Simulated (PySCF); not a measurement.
PySCF 2.14.0, PBE0/def2-svp, df: Mo(NH)(F)3(OMe) (C[O][Mo](=[NH])([F])([F])[F]), 11 atoms. The geometry is a generated start, not checked to be a minimum at this level.

| Property | Result |
|---|---|
| task | energy |
| method | pbe0 |
| basis | def2-svp |
| two-electron scheme | density fitting |
| mol.max_memory | 3000 MB |
| mf.max_cycle | 100 |
| mf.conv_tol | 1e-09 (default) |
| mf.grids.level | 3 (default) |
| effective core potentials | those of the basis set, past Kr |
| basis functions | 135 |
| grid points | 146560 |

```xyz
11

Mo    -1.0933    -0.1887     0.3503
N     -1.8351     0.6744    -0.9464
H     -2.2050     1.1968    -1.7265
F     -2.4972    -0.7612     1.2989
F     -0.9595     1.0511     1.6688
F     -1.0493    -1.9030    -0.2490
O      0.6143    -0.0837     0.1098
C      1.9815    -0.0128    -0.0885
H      2.1948     0.2362    -1.1356
H      2.4076     0.7693     0.5594
H      2.4411    -0.9786     0.1588
```

Charge 0 and multiplicity 1 are set for this test and not shown to be the ground state.

With the defaults (mf.DIIS = CDIIS, mf.diis = true, newton = off, mf.diis_space = 8, mf.diis_damp = 0, mf.level_shift = 0, mf.init_guess = minao, mf.damp = 0, mf.diis_start_cycle = 1) it converges in 14 Fock builds. One run each on 2 threads, 1 BLAS thread, with these changes:
- mf.DIIS = ADIIS
- mf.level_shift = 0.3 Hartree
- mf.damp = 0.3, mf.diis_start_cycle = 4
- mf.diis_space = 12
- mf.init_guess = atom
- mf.diis_damp = 0.3
- mf.DIIS = EDIIS
- newton = Hessian by the SCF's own integrals
- mf.diis = false

Task: Name the settings that don't reach the solution of the defaults.

Result: No convergence: mf.DIIS = EDIIS; mf.diis = false (the run ends without SCF convergence in 100 cycles). The rest reach the solution of the defaults.

```json
[
 {"setting": "the defaults", "Fock builds": "14", "end": "same solution"},
 {"setting": "mf.diis_space = 12", "Fock builds": "14", "end": "same solution"},
 {"setting": "mf.diis_damp = 0.3", "Fock builds": "14", "end": "same solution"},
 {"setting": "mf.init_guess = atom", "Fock builds": "15", "end": "same solution"},
 {"setting": "mf.level_shift = 0.3 Hartree", "Fock builds": "17", "end": "same solution"},
 {"setting": "mf.damp = 0.3, mf.diis_start_cycle = 4", "Fock builds": "20", "end": "same solution"},
 {"setting": "mf.DIIS = ADIIS", "Fock builds": "29", "end": "same solution"},
 {"setting": "newton = Hessian by the SCF's own integrals", "Fock builds": "32", "end": "same solution"},
 {"setting": "mf.DIIS = EDIIS", "Fock builds": "101", "end": "no convergence"},
 {"setting": "mf.diis = false", "Fock builds": "101", "end": "no convergence"}
]
```

Under newton the count holds the products with the orbital Hessian.
